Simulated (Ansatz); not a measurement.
**Gd: element substitutions**

Start from Gd in the hcp (Mg type) structure (space group P6_3/mmc, No. 194; a = 3.639 Å, c = 5.909 Å; ferromagnetic).

Each row replaces one element on all its sites; cell and atoms are relaxed.

Calculations: r2SCAN/PAW in Ansatz (a first-principles code), scalar-relativistic without spin-orbit coupling, earlier PAW set.

Candidates:
(a) Gd → Yb
(b) Gd → Eu
(c) Gd → Mg

Before the change:

The volume per atom comes out as 33.89 Å³.

Q: Order them by volume per atom, lowest first.

A: (c) Gd → Mg (22.63 Å³), (a) Gd → Yb (34.87 Å³), (b) Gd → Eu (43.08 Å³)

The magnetic state is the one reached from the starting moments; the real material's order can differ, and small cells can't hold many antiferromagnetic ones. The state of the 4f shell was not checked for lower solutions. Whether these cells are dynamically stable was not tested. As relaxed here, Eu is a hypothetical phase, not in the database extracts checked. Seeded moments were not kept for Gd → Yb. Spin-polarised in the final run: base and Eu; the other runs are not. This is not the structure that Yb has at room temperature and ambient pressure.
